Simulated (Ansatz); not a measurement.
Output of an Ansatz run (abridged):

```
WARN basis.ecutwfc = 420 eV, the default
WARN ansatz: RAYON_NUM_THREADS=1 ignored (pool sized by the plan → 1); use --threads N
Pseudopotentials: kind: paw
Pseudopotential: Zn, paw, valence charge 12
Pseudopotential: Ge, paw, valence charge 14
Pseudopotential: O, paw, valence charge 6
Crystal: 14 atoms, lattice volume = 128.767 Å³
Basis set: ecut = 420 eV, 2565 PW (Γ), exchange–correlation on 80×80×80 points (8 copies of the dense FFT grid, shifted against one another)
Bands: 76, of which v1, the nominal top of the filled ones, is band 62 counted from 1 (61 counted from 0)
Symmetry: 48 space group operations
Space group: Fd-3m (ITA 227), of the structure as read, at distance tolerance 5.0e-5 Å
k-points: 16 of 216
Initial density: superposition of atomic densities (neutral atoms: chi_scale 0, normalization atom), corrected by the library's trained network
Initial wavefunctions: pseudopotential atomic-orbital guess
Eigensolver: davidson
Functional: x = pbe(κ = 0.804, μ = 0.2195149727645171), c = pbe(β = 0.06672455060314922)
SCF iter   1: F=—  HF=-26399.901616 eV  |F-HF|=—  |Δ(HF+E_count)|=         —  Δρ=6.49e-3  dr2=7.50e-2  ethr=1.77e-3  ⟨swp⟩=5.1  Hψ=4768  notcnv=0  defer=36
all-band conjugate gradients solve this SCF's bands
preconditioner: auto → Resta (q_TF=auto, 2.711 Å⁻¹)
SCF iter   2: F=—  HF=-26399.886063 eV  |F-HF|=—  |Δ(HF+E_count)|=   1.40e-2  S|Δr|=   1.28e-3  Δρ=2.36e-3  dr2=1.67e-2  ethr=6.05e-5  ⟨swp⟩=2.8  Hψ=2119  notcnv=0  defer=59
SCF iter   3: F=—  HF=-26399.881829 eV  |F-HF|=—  |Δ(HF+E_count)|=   3.61e-3  S|Δr|=   5.29e-4  Δρ=1.50e-3  dr2=3.70e-3  ethr=1.35e-5  ⟨swp⟩=2.1  Hψ=1751  notcnv=0  defer=59
SCF iter   4: F=—  HF=-26399.879195 eV  |F-HF|=—  |Δ(HF+E_count)|=   1.15e-3  S|Δr|=   1.25e-3  Δρ=3.54e-4  dr2=1.41e-4  ethr=2.99e-6  ⟨swp⟩=2.0  Hψ=1721  notcnv=0  defer=59
SCF iter   5: F=—  HF=-26399.879042 eV  |F-HF|=—  |Δ(HF+E_count)|=   1.55e-5  S|Δr|=   1.41e-4  Δρ=1.05e-4  dr2=1.22e-5  ethr=1.13e-7  ⟨swp⟩=2.1  Hψ=2058  notcnv=0  defer=59
SCF iter   6: F=—  HF=-26399.878997 eV  |F-HF|=—  |Δ(HF+E_count)|=   3.38e-5  S|Δr|=   6.66e-5  Δρ=6.01e-5  dr2=3.05e-6  ethr=9.85e-9  ⟨swp⟩=2.0  Hψ=2091  notcnv=0  defer=59
SCF iter   7: F=—  HF=-26399.879024 eV  |F-HF|=—  |Δ(HF+E_count)|=   5.41e-6  S|Δr|=   2.73e-5  Δρ=1.63e-5  dr2=2.81e-7  ethr=2.46e-9  ⟨swp⟩=2.0  Hψ=2016  notcnv=0  defer=59
SCF iter   8: F=-26399.879038 eV  HF=-26399.879038 eV  |F-HF|=7.57e-9  |Δ(HF+E_count)|=   3.00e-7  S|Δr|=   1.16e-5  Δρ=5.94e-6  dr2=3.44e-8  ethr=8.06e-11  ⟨swp⟩=10.4  Hψ=5573  notcnv=0
Mixer restart at iter 8: flushing history
SCF iter   9: F=—  HF=-26399.883317 eV  |F-HF|=—  |Δ(HF+E_count)|=         —  Δρ=7.03e-6  dr2=2.99e-8  ethr=2.78e-11  ⟨swp⟩=2.0  Hψ=2069  notcnv=0
SCF iter  10: F=-26399.883317 eV  HF=-26399.883317 eV  |F-HF|=1.58e-8  |Δ(HF+E_count)|=   2.94e-9  S|Δr|=   3.52e-9  Δρ=3.06e-6  dr2=7.15e-9  ethr=2.41e-11  ⟨swp⟩=4.1  Hψ=3915  notcnv=0
SCF 1 converged in 10 iterations: F = -26399.883317 eV  dr2 = 7.15e-9
SCF converged after 10 iterations
Stability not checked (fill_not_monotonic)
Free energy (F): -26399.883317 eV
F+E_penalty+E_count: -26399.883318 eV  (lagrangian_ev)
Harris-Foulkes:  -26399.883317 eV  (|F-HF|=1.58e-8)
Internal energy: -26399.883317 eV  (E = F + TS)
E sigma→0 (E₀):  -26399.883317 eV
Fermi energy:    11.823243 eV
Smearing:        width narrowed from 0.1000 eV (input) to 0.0585 eV after iteration 8, whose occupations did not sum to the number of electrons (Fermi level in …
Step filling:    the computed levels leave a gap of 0.4047 eV = 6.9 smearing widths
--- Per-component energies (eV) ---
  E_band       = 228.733602
  E_kinetic    = 2184.407997
  E_local      = -12548.738211  (includes V_loc(G=0)·N_el)
  E_nonlocal   = 3723.946462
  E_hartree    = 5259.041684
  E_xc         = -1296.553537
  E_vxc        = -1100.914583  (∫ρ·V_xc dr)
  E_paw        = -12648.083821  (= ΣΔE_a)
  E_vpaw       = -2548.063130  (= ΣTr[D̂ρ^β])
  E_aug_tail   = 0.019180  (compensation charges beyond the density's cutoff)
  E_ewald      = -11073.923071
  E_smearing   = 0.000000  (= −TS)
  E_closure    = 0.000000  (closes the sum)
  E_count      = -0.000001  (occupations off the electron count; not in F)
  Σ components = -26399.883317   (vs F -26399.883317, Δ=0.00e0)
--- Forces (eV/Å), atoms counted from 1 ---
  atom   1  Zn    -0.00000000     0.00000000    -0.00000000
  atom   2  Zn     0.00000000    -0.00000000     0.00000000
  atom   3  Zn     0.00000000    -0.00000000     0.00000000
  atom   4  Zn     0.00000000    -0.00000000    -0.00000000
  atom   5  Ge     0.00000000     0.00000000     0.00000000
  atom   6  Ge     0.00000000     0.00000000     0.00000000
  atom   7  O      3.26045990     3.26045990     3.26045990
  atom   8  O      3.26045990    -3.26045990    -3.26045990
  atom   9  O     -3.26045990     3.26045990    -3.26045990
  atom  10  O     -3.26045990    -3.26045990     3.26045990
  atom  11  O     -3.26045990    -3.26045990    -3.26045990
  atom  12  O     -3.26045990     3.26045990     3.26045990
  atom  13  O      3.26045990    -3.26045990     3.26045990
  atom  14  O      3.26045990     3.26045990    -3.26045990
  max |Σ_I F_I| component: 3.11e-15 eV/Å
--- Stress (GPa, compression-positive) ---
       43.300089      -0.000000      -0.000000
       -0.000000      43.300089       0.000000
       -0.000000       0.000000      43.300089
  P = ⅓ Tr σ = 43.3001 GPa (433.001 kbar)
  The stress holds the Pulay correction. Without it, at fixed plane waves, as pw.x and ABINIT print it: P = 42.3842 GPa
--- Band table (eV; the first three rows and the last of 16) ---
  k-point 0: bands = ["-13.7233", "-13.7233", "-13.7233", "-13.7195", "-13.7195", "-13.7195", "-13.6210", "-13.6210", "-13.6114", "-13.6114", "-9.3028", "-7.7066", "-7.0015", "-7.0015", "-7.0015", "-6.8994", "-6.8994", "-6.8994", "0.5859", "1.7542", [...]
  k-point 1: bands = ["-13.7252", "-13.7240", "-13.7240", "-13.7187", "-13.7187", "-13.7187", "-13.6205", "-13.6205", "-13.6118", "-13.6118", "-9.1951", "-7.7202", "-7.1527", "-7.0043", "-7.0043", "-6.9416", "-6.9026", "-6.9026", "0.8283", "1.8445", [...]
  k-point 2: bands = ["-13.7291", "-13.7249", "-13.7249", "-13.7175", "-13.7175", "-13.7170", "-13.6193", "-13.6193", "-13.6129", "-13.6129", "-8.8908", "-7.9227", "-7.3120", "-7.0729", "-7.0096", "-7.0096", "-6.9093", "-6.9093", "1.4211", "2.0391", [...]
  k-point 15: bands = ["-13.7303", "-13.7303", "-13.7218", "-13.7218", "-13.7143", "-13.7143", "-13.6161", "-13.6161", "-13.6160", "-13.6160", "-8.1182", "-8.1182", "-7.7106", "-7.7106", "-6.9951", "-6.9951", "-6.8152", "-6.8152", "2.4376", [...]
```

The structure:

```
CELL_PARAMETERS angstrom
      0.00000     4.00797     4.00797
      4.00797     0.00000     4.00797
      4.00797     4.00797     0.00000
ATOMIC_POSITIONS crystal
  Zn 0.12500 0.12500 0.12500
  Zn 0.62500 0.12500 0.12500
  Zn 0.12500 0.62500 0.12500
  Zn 0.12500 0.12500 0.62500
  Ge 0.75000 0.75000 0.75000
  Ge 0.50000 0.50000 0.50000
  O  0.36260 0.36260 0.36260
  O  0.91220 0.36260 0.36260
  O  0.36260 0.91220 0.36260
  O  0.36260 0.36260 0.91220
  O  0.88740 0.88740 0.88740
  O  0.33780 0.88740 0.88740
  O  0.88740 0.33780 0.88740
  O  0.88740 0.88740 0.33780
```

Task: What input produced this log?

Result: Other spellings and defaults could give the same log, and not every line can be read from it. The input that was run (DFT, PBE, plane waves, default PAW files):

Ansatz 0.2 input:
```yaml
crystal:
  lattice:
    - [0.000000, 4.007972, 4.007972]
    - [4.007972, 0.000000, 4.007972]
    - [4.007972, 4.007972, 0.000000]
  atoms:
    - { symbol: Zn, position_ang: [1.001993, 1.001993, 1.001993] }
    - { symbol: Zn, position_ang: [1.001993, 3.005979, 3.005979] }
    - { symbol: Zn, position_ang: [3.005979, 1.001993, 3.005979] }
    - { symbol: Zn, position_ang: [3.005979, 3.005979, 1.001993] }
    - { symbol: Ge, position_ang: [6.011958, 6.011958, 6.011958] }
    - { symbol: Ge, position_ang: [4.007972, 4.007972, 4.007972] }
    - { symbol: O, position_ang: [2.906581, 2.906581, 2.906581] }
    - { symbol: O, position_ang: [2.906581, 5.109363, 5.109363] }
    - { symbol: O, position_ang: [5.109363, 2.906581, 5.109363] }
    - { symbol: O, position_ang: [5.109363, 5.109363, 2.906581] }
    - { symbol: O, position_ang: [7.113349, 7.113349, 7.113349] }
    - { symbol: O, position_ang: [7.113349, 4.910567, 4.910567] }
    - { symbol: O, position_ang: [4.910567, 7.113349, 4.910567] }
    - { symbol: O, position_ang: [4.910567, 4.910567, 7.113349] }
kpoints:
  mp_grid: { grid: [6, 6, 6] }
hamiltonian:
  xc: pbe
  pseudopotentials: { kind: paw }
scf:
  occupations: { method: cold, width: 0.1 }
output:
  forces: true
  eigenvalues: true
  stress: true
```

The starting cell was generated: these elements placed on a structure prototype, without a prior relaxation; it need not be a known phase or ordering of this composition. With a pressure of about 43 GPa the cell is away from its equilibrium volume at this level. Forces in this geometry exceed 1 eV/Å. Ansatz's pressure includes its estimate of the finite-basis (Pulay) stress. Without the estimate this run gives 42.38 GPa.

Ansatz is an electronic-structure program.
